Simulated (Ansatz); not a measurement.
# MgO: energy against strain

MgO (rock salt, Fm-3m, 8.993 Å³/atom at rest) under an equal strain ε in the (001) plane with the normal axis free, as in a coherent film. LDA in Ansatz, a plane-wave DFT program (PAW, default set), 420 eV, 14×14×14 Γ-centred mesh, Fermi-Dirac smearing 0.05 eV; ions are relaxed within the symmetry of each cell.

Here s stands for strain and y for E less E0.

```
strain (%)  E less E0 (meV/atom)
----------  --------------------
-3.00                          ?
-1.50                       4.90
-1.00                       2.15
-0.50                       0.54
0.00                        0.00
0.50                        0.53
1.00                        2.01
1.50                        4.39
```

Task: Using a parabola, estimate the missing y at s = -3.00 from the other rows, showing the fit.

Result: Least squares gives y = 0.015 - 0.1300·s + 2.0590·s². Residuals (row less fit): 0.057, -0.054, -0.055, -0.015, 0.065, 0.066, -0.063; standard error 0.074 (degrees of freedom: 4). Twice the quadratic coefficient over the volume, 2 × 2.0590 meV × 10⁴ × 0.1602 / 8.993 Å³, is twice the biaxial elastic modulus of this plane = 734 ± 12 GPa. At the withheld row, y = 0.015 - 0.1300 × (-3.0) + 2.0590 × (-3.0)² = 18.936 meV/atom. The calculation gives 20.85 meV/atom, 1.914 meV/atom above the prediction (9.2 % of the range of y in the table). The row lies outside the fitted rows, so this is an extrapolation. From the scatter of the fitted rows alone, a prediction at this place has a standard error of 0.283 meV/atom, so the miss is 6.8 times that.

One order more, fitted to all 13 runs of the series, follows each within 0.03, so the miss is the next term of a smooth law. Rows are the converged runs of the series near zero and its far end; series whose fitted rows scatter by over a few per cent of the range, as at a crossing or softening among them, aren't shown in this form. Most that stay on the fit to the last digits aren't either.
